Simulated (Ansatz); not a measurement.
The parent structure is ZrO2 (space group P4_2/nmc, No. 137; a = 3.621 Å, c = 5.284 Å).

Structures relaxed with plane-wave PAW DFT at the PBE level (Ansatz, a program for electronic structure, 420 eV), without spin-orbit coupling, earlier PAW set.

Base:

Simulated powder pattern, Cu Kα1, λ = 1.54056 Å (kinematic, ideal powder, no thermal factors, no anomalous dispersion; the 8 strongest lines at most, above 2 %, up to 2θ = 90°):

```csv
2θ (°),I/Imax (%),hkl
29.89,100,(101)
33.90,9.4,(002)
35.02,13,(110)
49.53,37,(112)
50.36,20,(200)
58.20,15,(103)
59.67,27,(211)
80.51,12,(213)
```

It is then changed as follows: a negative pressure, −1 GPa.

After the change:

Simulated powder pattern, Cu Kα1, λ = 1.54056 Å (kinematic, ideal powder, no thermal factors, no anomalous dispersion; the 8 strongest lines at most, above 2 %, up to 2θ = 90°):

```json
[
 {"2θ (°)": "29.82", "I/Imax (%)": "100", "hkl": "(101)"},
 {"2θ (°)": "33.78", "I/Imax (%)": "9.6", "hkl": "(002)"},
 {"2θ (°)": "34.96", "I/Imax (%)": "13", "hkl": "(110)"},
 {"2θ (°)": "49.40", "I/Imax (%)": "37", "hkl": "(112)"},
 {"2θ (°)": "50.28", "I/Imax (%)": "20", "hkl": "(200)"},
 {"2θ (°)": "58.00", "I/Imax (%)": "15", "hkl": "(103)"},
 {"2θ (°)": "59.56", "I/Imax (%)": "27", "hkl": "(211)"},
 {"2θ (°)": "80.27", "I/Imax (%)": "12", "hkl": "(213)"}
]
```

The indices refer to the base's conventional cell; one index is shown for lines that coincide.

Load acts through the strain it causes; cell and atoms are relaxed under it. Whether these cells are dynamically stable was not tested. This is not the structure that ZrO2 has at room temperature and ambient pressure.
